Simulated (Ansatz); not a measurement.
## Habitual settings against a tight run: SnO (Pmn2_1, 4 atoms in the cell)

Self-consistent single point.

```xyz
4
Lattice="3.3761 0.0000 0.0000 0.0000 5.7098 0.0000 0.0000 0.0000 4.2486" Properties=species:S:1:pos:R:3 pbc="T T T"
Sn     0.0000     1.3242     2.1801
Sn     1.6881     4.3857     0.0558
O      0.0000     5.0889     3.1306
O      1.6881     0.6209     1.0063
```

Method of the run: LDA (PW92), default PAW files made with PBE (plane waves; Ansatz, a program for electronic structure).

Base settings: basis.ecutwfc = 30.9 Ry; kpoints.mp_grid.grid = 10 6 8; hamiltonian.xc = lda; hamiltonian.pseudopotentials = {kind: paw} (the program's default PAW files); scf.occupations.method = gaussian; scf.occupations.width = 0.0007 Ry.

Tight run (finer mesh or higher cutoff; not a proven limit): basis.ecutwfc: 30.9 Ry → 43.4 Ry; kpoints.mp_grid.grid: 10 6 8 → 14 9 11; scf.convergence.dr2_threshold: default (1e-07 eV) → 1e-09 eV. It gave top of the valence band (on the code's own zero) 6.64 eV; gap on the k-point mesh 1.42 eV; pressure -6.65 GPa; largest force (vector length) 0.985 eV/Å.

Quick runs, as changes from the base:
- A: the base itself
- B: basis.ecutwfc: 30.9 Ry → 18.4 Ry; kpoints.mp_grid.grid: 10 6 8 → 1 1 1; scf.occupations.method: gaussian → fermi_dirac; scf.occupations.width: 0.0007 Ry → 0.01 Ry
- C: basis.ecutwfc: 30.9 Ry → 18.4 Ry; kpoints.mp_grid.grid: 10 6 8 → 3 3 3; scf.occupations.width: 0.0007 Ry → 0.0367 Ry; scf.convergence.dr2_threshold: default (1e-07 eV) → 0.001 eV
- D: kpoints.mp_grid.grid: 10 6 8 → 4 4 4; scf.occupations.method: gaussian → cold; scf.occupations.width: 0.0007 Ry → 0.02 Ry; width narrowed by the program to 0.2310 eV
- E: basis.ecutwfc: 30.9 Ry → 15.4 Ry; kpoints.mp_grid.grid: 10 6 8 → 4 4 4; kpoints.mp_grid.shift: default → 0.5 0.5 0.5
- F: basis.ecutwfc: 30.9 Ry → 24.6 Ry; kpoints.mp_grid.grid: 10 6 8 → 6 6 6
- G: kpoints.mp_grid.grid: 10 6 8 → 4 4 4; hamiltonian.xc: lda → b3lyp [B3LYP]
- H: kpoints.mp_grid.grid: 10 6 8 → 3 3 3; hamiltonian.xc: lda → hse06 [HSE06]

Dashes: gap of B, C, left out as unsure on this mesh or at this smearing; energy of G, H, another energy zero; count of G, H, another kind of functional, whose work the count does not hold.

Gaps are read on each run's own mesh, which may miss the band edges.

† marks runs with another functional, U, potentials or spin treatment: their distance from the tight run is not a convergence error alone.

The count of work is k-points × plane waves × bands × iterations; it is no time. 

Pressures in the table are Ansatz's without its Pulay estimate, at a fixed set of plane waves; the tight run's value above holds the estimate.

The starting cell comes from a database of computed structures (which also holds hypothetical and non-ambient phases and stackings), without a prior relaxation at this level. Its lattice was rescaled by a random factor within 2.5 % of one. In the base run, with a pressure of about -7 GPa the cell is away from its equilibrium volume at this level.

```tsv
run	energy less tight (meV/atom)	pressure less tight (GPa)	largest miss in a force vector (eV/Å)	gap on the mesh less tight (eV)	count of work / tight
A	6.0	-0.47	0.004	-0.070	0.26
B	1485.0	-46.47	2.881	–	0.0010
C	1213.1	-47.54	0.165	–	0.0071
D	5.5	-0.54	0.009	0.262	0.075
E	4133.6	-142.26	0.363	0.598	0.0061
F	98.0	-5.22	0.030	0.214	0.097
G†	–	5.03	0.207	1.574	–
H†	–	1.91	0.081	1.063	–
```

The base run finds a smaller gap than the tight one, whose mesh may miss a band edge.

Among the runs at the tight run's level, the energy misses run from 5.5 to 4133.6 meV/atom.

Keys are those of Ansatz 0.2.
